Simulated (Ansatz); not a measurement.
BAs (F-43m) under hydrostatic pressure (compression positive): band gap by PBE with spin-orbit coupling, rigid bands (plane waves, PAW; Ansatz, an electronic-structure program). The unloaded cell, whose axes the loads refer to:

```yaml
crystal:
  lattice:
    - [0.00000, 2.38394, 2.38394]
    - [2.38394, 0.00000, 2.38394]
    - [2.38394, 2.38394, 0.00000]
  atoms:
    - { symbol: B, position: [0.00000, 0.00000, 0.00000] }
    - { symbol: As, position: [0.25000, 0.25000, 0.25000] }
```

| hydrostatic pressure (compression positive) (GPa) | volume per atom (Å³) | band gap (eV) |
|---|---|---|
| -9.6 | 14.69 | 1.19 |
| -6.4 | 14.25 | 1.16 |
| -3.2 | 13.88 | 1.14 |
| 0 | 13.55 | 1.12 |
| 3.2 | 13.26 | 1.09 |
| 6.4 | 12.99 | ? |
| 12.8 | 12.53 | 1.04 |
| 19.2 | 12.14 | 1.00 |

Question: Fit a straight line to band gap against the load over the rows given, and predict the row at 6.4 GPa.

Answer: The means are x̄ = 2.286 GPa and ȳ = 1.1057; Σ(x − x̄)(y − ȳ) = -4.187 and Σ(x − x̄)² = 649.5, so the slope is -6.45 meV per GPa, and the rows given lie within 9.8 meV of the line. At 6.4 GPa the line gives 1.08 eV; the calculation gives 1.07 eV, 0.86 % from it.

Question: With all rows, what volume deformation potential dE_g/d ln V follows?

Answer: A line through E_g against ln V has the slope 0.99 eV, so the gap narrows under compression.

 Stresses and pressures are the targets of the relaxation. Gaps are resolved to about 0.01 eV. The structure type is held at every load. Geometry: cell and atoms relaxed with PBEsol.
